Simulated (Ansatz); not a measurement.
# 1T (CdI2-type) PtTe2

Computed with PBEsol (Ansatz, a first-principles code, plane waves, PAW).

Settings: plane-wave cutoff 520 eV, 18×18×12 k mesh (along the axes of the cell as run), Fermi–Dirac smearing 0.069 eV (set by the program), scalar-relativistic PAW data made under PBE.

Cell (relaxed at this level):

```cif
data_PtTe2
_chemical_formula_sum 'Te2 Pt1'
_space_group_name_H-M_alt 'P 1'
_space_group_IT_number 1
_cell_length_a 4.04399
_cell_length_b 4.04399
_cell_length_c 5.14150
_cell_angle_alpha 90.000
_cell_angle_beta 90.000
_cell_angle_gamma 120.000
loop_
_space_group_symop_operation_xyz
  'x, y, z'
loop_
_atom_site_label
_atom_site_type_symbol
_atom_site_fract_x
_atom_site_fract_y
_atom_site_fract_z
_atom_site_occupancy
Te1 Te 0.33333 0.66667 0.26185 1
Te2 Te 0.66667 0.33333 0.73815 1
Pt1 Pt 0.00000 0.00000 0.00000 1
```

```yaml
elastic constant C11: 163 GPa
elastic constant C12: 54.3 GPa
elastic constant C13: 40.4 GPa
elastic constant C33: 66.5 GPa
elastic constant C44: 40.0 GPa
elastic constant C66: 54.5 GPa
Voigt–Reuss–Hill bulk modulus: 66.5 GPa
polycrystal shear modulus (Hill average): 39.5 GPa
young_modulus: 98.9 GPa
poisson_ratio: 0.252
```

Note: the cell comes from a level without a dispersion term, which matters for the spacing of layers, chains or molecules.

Elastic constants are with the ions relaxed.

Spin–orbit coupling is not included.

Computed values are for the static lattice.
